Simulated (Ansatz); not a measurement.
## BAs: pressure series

The reference is BAs in the zinc blende structure (space group F-43m, No. 216; a = 4.768 Å).

Cell and atoms are relaxed at each pressure.

Levels (all Ansatz, an electronic-structure program, PAW): PBEsol (420 eV, no spin-orbit coupling); r2SCAN (500 eV, scalar-relativistic without spin-orbit coupling); HSE06 (420 eV, no spin-orbit coupling).

Band gaps by level, all at the geometries relaxed with PBEsol:

```tsv
case	PBEsol	r2SCAN	HSE06
base	1.08 eV	1.37 eV	1.82 eV
pressure −2 GPa	1.10 eV	1.38 eV	(withheld)
pressure 0.9 GPa	1.08 eV	(withheld)	1.81 eV
pressure 4.5 GPa	1.05 eV	1.33 eV	1.79 eV
pressure 9 GPa	1.03 eV	1.31 eV	(withheld)
pressure 15 GPa	0.99 eV	1.27 eV	1.73 eV
pressure 22.5 GPa	0.95 eV	1.23 eV	1.69 eV
pressure 30 GPa	0.92 eV	1.19 eV	1.65 eV
```

### Question
Complete the table.

### Answer

- pressure −2 GPa, HSE06: 1.84 eV
- pressure 0.9 GPa, r2SCAN: 1.36 eV
- pressure 9 GPa, HSE06: 1.77 eV

Single points use the geometry relaxed with PBEsol. HSE06 gaps are upper bounds (no full band path). Load acts through the strain it causes; cell and atoms are relaxed under it. Whether these cells are dynamically stable was not tested. No other phases were tried under pressure.
